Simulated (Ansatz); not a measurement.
Response to strain in GaN

The reference is GaN in the zinc blende structure (space group F-43m, No. 216).

```xyz
2
Lattice="0.0000 2.2490 2.2490 2.2490 0.0000 2.2490 2.2490 2.2490 0.0000" Properties=species:S:1:pos:R:3 pbc="T T T"
Ga     0.0000     0.0000     0.0000
N      1.1245     1.1245     1.1245
```

Strains are applied to the cell and any free atomic positions relax.

All numbers come from Kohn–Sham DFT with the PBEsol functional, run in Ansatz (an electronic-structure program) with PAW and 420 eV plane waves, no SOC.

| isotropic strain (%) | band gap (eV) |
|---|---|
| -2.5 | 2.18 |
| -2 | 2.09 |
| -1 | 1.89 |
| -0.5 | ? |
| 0 | 1.70 |
| 0.5 | 1.61 |
| 1 | 1.51 |
| 2 | 1.33 |
| 2.5 | 1.24 |

### Question
Fit E_g = E₀ + Dε (ε in %) to the rows shown and predict the withheld row.

### Answer
Least squares on the printed values gives E₀ = 1.71 eV, D = -189 meV per % of strain (largest residual 0.01 eV); this predicts 1.80 eV, and the run gives 1.80 eV, in agreement.

Stability against distortions was not tested. This is not the structure that GaN has at room temperature and ambient pressure.
